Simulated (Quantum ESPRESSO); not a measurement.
A self-consistent single point of Mg14SiBi (P-6m2, 16 atoms in the cell) with Quantum ESPRESSO.

Computed with PBEsol, SSSP 1.1.2 efficiency (PBE) pseudopotentials (plane waves; Quantum ESPRESSO).

```yaml
crystal:
  lattice:
    - [6.37298, 0.00000, 0.00000]
    - [-3.18649, 5.51916, 0.00000]
    - [0.00000, 0.00000, 10.21872]
  atoms:
    - { symbol: Mg, position: [0.99689, 0.49845, 0.00000] }
    - { symbol: Mg, position: [0.50155, 0.00311, 0.00000] }
    - { symbol: Mg, position: [0.50155, 0.49845, 0.00000] }
    - { symbol: Mg, position: [0.99970, 0.49985, 0.50000] }
    - { symbol: Mg, position: [0.50015, 0.00030, 0.50000] }
    - { symbol: Mg, position: [0.50015, 0.49985, 0.50000] }
    - { symbol: Mg, position: [0.16883, 0.83117, 0.24070] }
    - { symbol: Mg, position: [0.66234, 0.83117, 0.75930] }
    - { symbol: Mg, position: [0.16883, 0.33766, 0.24070] }
    - { symbol: Mg, position: [0.16883, 0.83117, 0.75930] }
    - { symbol: Mg, position: [0.66234, 0.83117, 0.24070] }
    - { symbol: Mg, position: [0.16883, 0.33766, 0.75930] }
    - { symbol: Mg, position: [0.66667, 0.33333, 0.25253] }
    - { symbol: Mg, position: [0.66667, 0.33333, 0.74747] }
    - { symbol: Si, position: [0.00000, 0.00000, 0.00000] }
    - { symbol: Bi, position: [0.00000, 0.00000, 0.50000] }
```

Reference input (self-consistent single point, DFT, PBEsol, plane waves, SSSP 1.1.2 efficiency (PBE) pseudopotentials): ecutwfc = 50 Ry; ecutrho = 400 Ry; occupations = smearing; smearing = cold; degauss = 0.0099958 Ry; input_dft = pbesol; K_POINTS = automatic 7 7 4 0 0 0; conv_thr = 1e-10 Ry; mixing_beta = 0.7. This run's input differs from it in these lines:

```diff
@@ -18,3 +18,3 @@
    smearing = 'cold'
-   degauss = 0.0099958
+   degauss = 0.02205
    input_dft = 'pbesol'
@@ -47,3 +47,3 @@
 K_POINTS automatic
-7 7 4  0 0 0
+5 5 3  0 0 0
```

Log, with long lists cut:

```
     Self-consistent Calculation

     iteration #  1     ecut=    50.00 Ry     beta= 0.70

     negative rho (up, down):  4.465E-02 0.000E+00

     total energy              =    -653.35373768 Ry
     estimated scf accuracy    <       1.87085086 Ry

     iteration #  2     ecut=    50.00 Ry     beta= 0.70

     negative rho (up, down):  4.383E-02 0.000E+00

     total energy              =    -650.40762112 Ry
     estimated scf accuracy    <      46.23597222 Ry

     iteration #  3     ecut=    50.00 Ry     beta= 0.70

     negative rho (up, down):  4.428E-02 0.000E+00

     total energy              =    -654.63124095 Ry
     estimated scf accuracy    <       0.09146941 Ry

   [... 9 blocks of this kind left out ...]

     iteration # 13     ecut=    50.00 Ry     beta= 0.70

     negative rho (up, down):  4.505E-02 0.000E+00

     total energy              =    -654.67501084 Ry
     estimated scf accuracy    <          3.8E-10 Ry

     iteration # 14     ecut=    50.00 Ry     beta= 0.70

     negative rho (up, down):  4.505E-02 0.000E+00
     End of self-consistent calculation

     the Fermi energy is     4.7009 ev

!    total energy              =    -654.67501084 Ry
     estimated scf accuracy    <          6.2E-11 Ry
     smearing contrib. (-TS)   =       0.00099527 Ry
     internal energy E=F+TS    =    -654.67600612 Ry

     convergence has been achieved in  14 iterations

     negative rho (up, down):  4.505E-02 0.000E+00

     Forces acting on atoms (cartesian axes, Ry/au):

     atom    1 type  1   force =    -0.00159700   -0.00092203    0.00000000
     atom    2 type  1   force =     0.00000000    0.00184406    0.00000000
     atom    3 type  1   force =     0.00159700   -0.00092203    0.00000000
     atom    4 type  1   force =     0.00187120    0.00108033    0.00000000
     atom    5 type  1   force =     0.00000000   -0.00216067    0.00000000
   [... lines left out ...]
     Total force =     0.010212     Total SCF correction =     0.000007
   [... lines left out ...]

     negative rho (up, down):  4.505E-02 0.000E+00
          total   stress  (Ry/bohr**3)                   (kbar)     P=       -7.87
  -0.00004246   0.00000000  -0.00000000           -6.25        0.00       -0.00
   0.00000000  -0.00004246   0.00000000            0.00       -6.25        0.00
  -0.00000000   0.00000000  -0.00007554           -0.00        0.00      -11.11

   JOB DONE.
```

The run converged in 14 iterations. Against the reference run the free energy rises by 6.1 meV/atom, the pressure stays near -0.79 GPa while the zz stress (positive for compression) goes from 0.30 to -1.11 GPa and the largest force goes from 0.158 to 0.085 eV/Å.

The starting cell comes from a database of computed structures (which also holds hypothetical and non-ambient phases and stackings), without a prior relaxation at this level.

Cost on one core of a shared machine: roughly 6 min.
